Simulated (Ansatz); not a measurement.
# What x(Sb) = 0.75, 8 atoms, Pmm2 does to InAs

The reference is InAs in the zinc blende structure (space group F-43m, No. 216; a = 6.1863 Å).

The other end (x = 1) is InSb in the zinc blende structure (space group F-43m, No. 216): 36.52 Å³/atom, gap zero.

The change: Sb replaces 75.0 % of the As, ordered in a cell of 8 atoms (starting symmetry Pmm2) and fully relaxed.

Level of theory: PBE (Ansatz, a program for electronic structure; PAW; 420 eV plane waves; no SOC). k-mesh 10×5×7 (Γ-centred); smearing 0.05 eV (Fermi–Dirac), for the changed cell.

| quantity | base | changed | shift |
|---|---|---|---|
| volume per atom | 29.59 Å³ | 34.68 Å³ | +5.09 Å³ |
| band gap | zero | zero | – |
| mixing energy (to 0.01 eV only: unlike meshes or grids) | – | +0.01 eV/atom | – |
| deviation of the volume from the linear (Vegard-type) interpolation | – | -0.3 % | – |
| mean first-shell distances | – | As–In 2.720 Å (end compound 2.679 Å), Sb–In 2.861 Å (end compound 2.873 Å) | – |

These are small ordered cells, not random alloys; other orderings at the same x differ. Spin-orbit coupling, missing from the scalar runs, can matter with Sb. No phonon test of stability was made. The final runs are not spin-polarised. Gaps under 0.05 eV, about the width of the smearing, are given as zero. A zero or small gap of In4Sb3As, InAs and InSb can be the functional's error rather than a property of the material.
